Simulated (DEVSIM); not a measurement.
System: Ni/SiO2/p-Si capacitor, at 400 K.

```tsv
layer (left to right)	material	thickness (nm)	Na (cm⁻³)
1	SiO2	8.70	-
2	Si	920	3.9e17
```

Metal gate on the left, work function 5.1 eV. Fixed charge at the semiconductor interface -1.56e12 cm⁻² (in units of +e); no interface traps.

The device is made up for the run: typed textbook-type constants, with dimensions and the other settings drawn at random. Values at 300 K; Nc and Nv go as T^1.5, mobilities as T to minus their exponent, the gap by Varshni's rule with the affinity fixed.

| parameter | SiO2 | Si |
|---|---|---|
| gap (eV) | 9 | 1.124 |
| affinity (eV) | 0.9 | 4.05 |
| permittivity | 3.9 | 11.7 |
| Nc (cm⁻³) | - | 2.86e19 |
| Nv (cm⁻³) | - | 3.1e19 |
| Varshni α (eV/K) | - | 0.000473 |
| Varshni β (K) | - | 636 |

DEVSIM, 1D Poisson equation in equilibrium, Boltzmann statistics, complete ionisation; no quantum confinement or tunnelling. Metal contacts follow the ideal Schottky-Mott rule: no Fermi-level pinning, no interface dipoles.

Task: Tabulate band edges, carrier densities and field at 1.0 V on the gate.

Result: Energies count from the Fermi level of the right contact; mesh points crowd at the junctions.

```csv
x (μm),Ec (eV),Ev (eV),n (cm⁻³),p (cm⁻³),field (V/cm)
0.000,3.200,-5.800,< 1e2,< 1e2,930000
0.001022,3.295,-5.705,< 1e2,< 1e2,930000
0.002694,3.451,-5.549,< 1e2,< 1e2,930000
0.005169,3.682,-5.318,< 1e2,< 1e2,930000
0.007665,3.914,-5.085,< 1e2,< 1e2,930000
0.008691,4.010,-4.990,< 1e2,< 1e2,680000
0.009748,0.868,-0.229,5.1e8,6.3e16,64000
0.01305,0.886,-0.210,3.0e8,1.1e17,48000
0.01837,0.907,-0.190,1.7e8,1.9e17,29000
0.02884,0.924,-0.172,1.0e8,3.2e17,8500
0.04944,0.930,-0.166,8.4e7,3.8e17,590
0.1119,0.931,-0.166,8.3e7,3.9e17,≈ 0
0.2129,0.931,-0.166,8.3e7,3.9e17,≈ 0
0.4113,0.931,-0.166,8.3e7,3.9e17,≈ 0
0.7180,0.931,-0.166,8.3e7,3.9e17,≈ 0
0.8221,0.931,-0.166,8.3e7,3.9e17,≈ 0
0.8751,0.931,-0.166,8.3e7,3.9e17,≈ 0
0.9020,0.931,-0.166,8.3e7,3.9e17,≈ 0
0.9187,0.931,-0.166,8.3e7,3.9e17,≈ 0
0.9242,0.931,-0.166,8.3e7,3.9e17,≈ 0
0.9270,0.931,-0.166,8.3e7,3.9e17,≈ 0
0.9287,0.931,-0.166,8.3e7,3.9e17,≈ 0
```
